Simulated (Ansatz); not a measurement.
An Ansatz (a first-principles code) run: ZrO2 with a change (Zr → La); PBEsol (Ansatz), scalar-relativistic without spin-orbit coupling.

Input:

Ansatz 0.2 input:
```yaml
crystal:
  lattice:
    - [5.5024408114, 0, 0]
    - [0, 5.9969722128, 0]
    - [-0.6142908502, 0, 5.7799586581]
  atoms:
    - { symbol: La, position: [0.2722187819, 0.5257957329, 0.7248997575] }
    - { symbol: La, position: [0.7277812181, 0.0257957329, 0.7751002425] }
    - { symbol: La, position: [0.7277812181, 0.4742042671, 0.2751002425] }
    - { symbol: La, position: [0.2722187819, 0.9742042671, 0.2248997575] }
    - { symbol: O, position: [0.1122214183, 0.8829412216, 0.8332386751] }
    - { symbol: O, position: [0.8877785817, 0.3829412216, 0.6667613249] }
    - { symbol: O, position: [0.8877785817, 0.1170587784, 0.1667613249] }
    - { symbol: O, position: [0.1122214183, 0.6170587784, 0.3332386751] }
    - { symbol: O, position: [0.4776822201, 0.2559496242, 0.9958532545] }
    - { symbol: O, position: [0.5223177799, 0.7559496242, 0.5041467455] }
    - { symbol: O, position: [0.5223177799, 0.7440503758, 0.0041467455] }
    - { symbol: O, position: [0.4776822201, 0.2440503758, 0.4958532545] }
basis: { ecutwfc: 420, ecutrho_ratio: 4, xc_grid: 2, fft_grid_basis: typed }
kpoints: { mp_grid: { grid: [7, 6, 7] } }
hamiltonian:
  xc: pbesol
  dispersion: none
  pseudopotentials: { kind: paw }
scf: { occupations: { method: fermi_dirac, width: 0.05 }, convergence: { dr2_threshold: 0.0000000012 } }
output: { forces: true, stress: true }
checkpoint: { write: state.ck, write_every: 1000 }
```

Output (explanatory and most iteration lines left out):

```
Pseudopotential: La, paw, valence charge 11
Pseudopotential: O, paw, valence charge 6
Crystal: 12 atoms, lattice volume = 190.727 Å³
Basis set: ecut = 420 eV, 3713 PW (Γ), exchange–correlation on 80×90×80 points (8 copies of the dense FFT grid, shifted against one another)
Bands: 58, of which v1, the nominal top of the filled ones, is band 46 counted from 1 (45 counted from 0)
Symmetry: 4 space group operations
Space group: P21/c (ITA 14), of the structure as read, at distance tolerance 5.8e-5 Å
k-points: 100 of 294
Functional: x = pbesol(κ = 0.804, μ = 0.12345679012345678), c = pbesol(β = 0.046)
SCF iter   1: F=—  HF=-29142.709785 eV  |F-HF|=—  |Δ(HF+E_count)|=         —  Δρ=2.20e-2  dr2=6.67e-1  ethr=1.77e-3  ⟨swp⟩=6.0  Hψ=24881  notcnv=0  defer=97
SCF iter   2: F=—  HF=-29142.582420 eV  |F-HF|=—  |Δ(HF+E_count)|=   1.27e-1  Δρ=1.04e-2  dr2=1.11e-1  ethr=7.25e-4  ⟨swp⟩=3.8  Hψ=13722  notcnv=0  defer=273
SCF 1 converged in 9 iterations: F = -29142.564191 eV  dr2 = 4.92e-10
SCF converged after 9 iterations
Free energy (F): -29142.564191 eV
Internal energy: -29142.497257 eV  (E = F + TS)
E sigma→0 (E₀):  -29142.530724 eV
Entropy (-TS):   -0.066934 eV (-5.578 meV/atom)
Fermi energy:    7.766501 eV
--- Forces (eV/Å), atoms counted from 1 ---
  atom   1  La    -0.00063785    -0.00011322    -0.00022032
  atom   2  La     0.00063785    -0.00011322     0.00022032
  atom   3  La     0.00063785     0.00011322     0.00022032
  atom   4  La    -0.00063785     0.00011322    -0.00022032
  atom   5  O      0.00017683    -0.00004925    -0.00013805
  atom   6  O     -0.00017683    -0.00004925     0.00013805
  atom   7  O     -0.00017683     0.00004925     0.00013805
  atom   8  O      0.00017683     0.00004925    -0.00013805
  atom   9  O      0.00018349    -0.00014263    -0.00001741
  atom  10  O     -0.00018349    -0.00014263     0.00001741
  atom  11  O     -0.00018349     0.00014263     0.00001741
  atom  12  O      0.00018349     0.00014263    -0.00001741
--- Stress (GPa, compression-positive) ---
       -0.003719      -0.000000      -0.003708
       -0.000000       0.002569      -0.000000
       -0.003708      -0.000000       0.004454
  P = ⅓ Tr σ = 0.0011 GPa (0.011 kbar)
```

A trial with spin polarisation found a lower state for one case, which could not be relaxed; the values given are those without spin. No phonon test of stability was made. All final runs are without spin polarisation. The cell was made from ZrO2 by this change: Zr → La; the result is a hypothetical phase, not in the database extracts checked.
